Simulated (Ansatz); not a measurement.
The starting structures come from a database of crystals and need not be the phases stable at ambient conditions.

By PBEsol, the system below comes out a metal.

Without scattering a metal conducts by its projected Fermi surface.

Data:

```xyz
2
Lattice="3.2874 0.0000 0.0000 0.0000 5.3608 0.0000 1.6437 0.0000 2.9051" Properties=species:S:1:pos:R:3 pbc="T T T"
Sb     1.6437     4.0206     0.9684
Sb     3.2874     1.3402     1.9367
```

Space group of this cell: Cmcm. The cell is strained (lengths across the current scaled by 0.98, ions clamped); by PBEsol its mean pressure is 1.4 GPa.

The current flows along the normal of the first two printed cell vectors. No spin-orbit coupling; the value is a mean over 0.1 eV about the Fermi level.

Problem. Predict the ballistic conductance per area from PBEsol run with Ansatz (a first-principles code).

Solution. 1.3 × 10¹⁵ S/m² for both spins.
